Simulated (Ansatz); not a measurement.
Consider BN in the rock salt structure (space group Fm-3m, No. 225; a = 3.483 Å; a hypothetical phase, not in the database extracts checked).

Now apply this change: an isotropic linear strain of −5.11 %, atoms relaxed at fixed cell.

Levels (all Ansatz, a program for electronic structure, PAW): PBEsol (420 eV, scalar-relativistic without spin-orbit coupling); r2SCAN (500 eV, no spin-orbit coupling).

The geometry is relaxed with PBEsol.

- PBEsol width of the top valence band = 7.79 eV
- PBEsol pressure = 84.65 GPa
- PBEsol band gap = 2.56 eV

With r2SCAN at the same geometry, the width of the top valence band rises by 0.325 eV (7.79 eV → 8.12 eV); the electron mass amounts to 2.5 mₑ along k, 0.37 mₑ across (at X); the pressure goes up by 5.08 GPa to 89.73 GPa; the band gap grows by 0.18 eV (2.56 eV → 2.74 eV).

Single points use the geometry relaxed with PBEsol. Their cutoffs differ, which shifts pressures a little. Masses are band curvatures over ±0.01 Å⁻¹ around the edge. Along k means along the line from Γ to the band edge. Stability against distortions was not tested.
